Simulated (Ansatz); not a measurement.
Input:

```
CELL_PARAMETERS angstrom
      3.87772     0.00000     0.00000
      0.00000     3.87772     0.00000
      0.00000     0.00000     3.73313
ATOMIC_POSITIONS crystal
  Tl 0.00000 0.00000 0.00000
  Br 0.50000 0.50000 0.50000
```

The numbers are results of PBEsol+D3BJ with spin-orbit coupling, rigid bands (plane waves, PAW; Ansatz, a quantum-chemistry and plane-wave program), not measurements. Condition of this run: uniaxial stress zz = 1 GPa (compression positive) (the target of the relaxation). Geometry: cell and atoms relaxed with PBEsol+d3bj, then loaded as said.

What conductivity effective mass do dilute holes have at 300 K?

0.24 (x), 0.24 (y), 0.47 (z) mₑ.

Predict the electron conductivity mass (n e² τ/σ) at 300 K, by direction if it differs.

0.27 (x), 0.27 (y), 0.25 (z) mₑ.

And the band gap?

0.53 eV at this level; semilocal functionals usually fall short of the measured gap.

Rigid bands, one relaxation time for all states, no polarons. Geometry: cell and atoms relaxed with PBEsol+D3(BJ).
